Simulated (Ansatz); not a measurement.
The starting structures come from a database of crystals and need not be the phases stable at ambient conditions.

Tunnelling through a barrier is set by its complex band structure: the current falls as exp(−2κd) with the smallest κ.

```xyz
8
Lattice="7.1678 0.0000 0.0000 0.0000 9.8587 0.0000 3.5839 0.0000 3.5839" Properties=species:S:1:pos:R:3 pbc="T T T"
Cs     5.3758     6.9476     1.7919
Cs     1.7919     2.9111     1.7919
Ag     1.7919     8.8834     1.7919
Ag     5.3758     0.9753     1.7919
Cl     1.7919     6.3616     1.7919
Cl     5.3758     3.4971     1.7919
Cl     3.5839     0.0000     0.0000
Cl     0.0000     0.0000     0.0000
```

Space group of this cell: P4/nmm. The cell is taken as given; by PBEsol its mean pressure is -1.3 GPa.

Transport runs along the normal of the first two printed cell vectors, the (110) plane of the conventional cell.

The gap is the functional's own. No spin-orbit coupling. Mid-gap values are interpolated on the energy grid.

### Question
Estimate the band gap and the smallest decay constant κ at mid-gap that PBEsol (Ansatz, an electronic-structure program) returns for this system.

### Answer
Gap 2.09 eV on a 8×4×8 mesh; κ = 0.240 1/Å, at the zone centre.
